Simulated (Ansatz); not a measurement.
Base system: a 12-atom supercell of Al in the fcc (Cu type) structure (space group Fm-3m, No. 225; a = 3.992 Å) at its relaxed geometry.

Calculations: r2SCAN, PAW, 500 eV (Ansatz, an electronic-structure program; no spin-orbit coupling).

One neutral defect a cell, atoms relaxed at fixed cell.

One change was made to it. Results:

The pressure falls by 1.5 GPa, from -0.2 GPa to -1.7 GPa; the largest displacement of a host atom from its site in the perfect cell amounts to 0.03 Å.

Question: What was done to the base?
A) Li interstitial (started 2.00 Å from the nearest host atom)
B) Cr on a Al site
C) H interstitial (started 1.73 Å from the nearest host atom), symmetric start

Answer: B, Cr on a Al site. For comparison, the pressure in the other runs: Li interstitial (started 2.00 Å from the nearest host atom) gives 10.1 GPa; H interstitial (started 1.73 Å from the nearest host atom), symmetric start gives 2.1 GPa.

Other magnetic orders, which the real material may have, were not ruled out. In so small a cell the defect repeats every few ångströms: this is an ordered compound, not a dilute defect. Defects with a symmetric start kept the site's symmetry and may sit on a saddle; the others started slightly shaken. Spin-polarised in the final run: Cr on a Al site; the other runs are not.
